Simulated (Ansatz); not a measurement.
The starting structures come from a database of crystals and need not be the phases stable at ambient conditions.

 Where the default PAW files enter, the runs use the earlier of Ansatz's two default sets.

Tunnelling through a barrier is set by its complex band structure: the current falls as exp(−2κd) with the smallest κ.

Input:

```
CELL_PARAMETERS angstrom
      4.70294     0.00000     0.00000
      0.00000     4.70294     0.00000
      0.00000     0.00000     3.13289
ATOMIC_POSITIONS crystal
  Zn 0.50000 0.50000 0.50000
  Zn 0.00000 0.00000 0.00000
  F  0.30314 0.30314 0.00000
  F  0.69686 0.69686 0.00000
  F  0.19686 0.80314 0.50000
  F  0.80314 0.19686 0.50000
```

Space group of this cell: P4_2/mnm, rutile. The cell is taken as given.

Transport runs along the normal of the first two printed cell vectors, the (001) plane of the conventional cell.

No gap correction and no spin-orbit coupling; mid-gap values are interpolated between computed energies.

**Question.** Predict the band gap and the smallest decay constant κ at mid-gap from r2SCAN in Ansatz (a program for electronic structure).

**Answer.** Gap 4.27 eV on a 6×6×10 mesh; κ = 0.415 1/Å, at the zone centre.
